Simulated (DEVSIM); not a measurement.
Structure: abrupt Si p-n junction, at 400 K.

Layer 1 from the left is Si, thickness (μm) 1.80, Na (cm⁻³) 4.2e18, τn (s) 3.2e-6, τp (s) 3.2e-6. Layer 2 from the left is Si, thickness (μm) 37.0, Nd (cm⁻³) 6.2e14, τn (s) 3.2e-6, τp (s) 3.2e-6.

Left contact: ohmic. Right contact: ohmic. Voltage is applied to the left contact. Recombination: SRH at mid-gap, Auger. Mobility is μmin + (μ − μmin)/(1 + (N/Nref)^α).

Constants are typed, rounded textbook-type inputs, not results; the design itself was drawn at random and stands for no fabricated device. Values at 300 K; Nc and Nv go as T^1.5, mobilities as T to minus their exponent, the gap by Varshni's rule with the affinity fixed.

Si: gap (eV) 1.124, affinity (eV) 4.05, permittivity 11.7, Nc (cm⁻³) 2.86e19, Nv (cm⁻³) 3.1e19, μn (cm²/Vs) 1417, μp (cm²/Vs) 470, μn,min 52, μp,min 45, Nref,n 9.7e16, Nref,p 2.2e17, αn 0.68, αp 0.72, T exponent of μn 2.3, T exponent of μp 2.2, Cn (cm⁶/s) 2.8e-31, Cp (cm⁶/s) 9.9e-32, Varshni α (eV/K) 0.000473, Varshni β (K) 636.

Task: Estimate by hand the built-in potential, the peak field at zero bias, and compare with a numerical solution.

Result: 
- Built-in potential: ni = √(Nc Nv) exp(−Eg/2kT) = 5.68e12 cm⁻³ with Eg = 1.096 eV; Vbi = kT/q ln(Na Nd/ni²) = 0.628 V; numerical 0.628 V.
- Peak field at zero bias: depletion approximation: W = √(2εVbi/(qN)) = 1.14 μm with N = 6.20e14 cm⁻³; field = 2Vbi/W = 11000 V/cm; numerical 130000 V/cm (estimate below by 92 %).

Model (solved in DEVSIM): 1D drift-diffusion, Boltzmann statistics, complete ionisation; no tunnelling, impact ionisation, image-force lowering or self-heating.
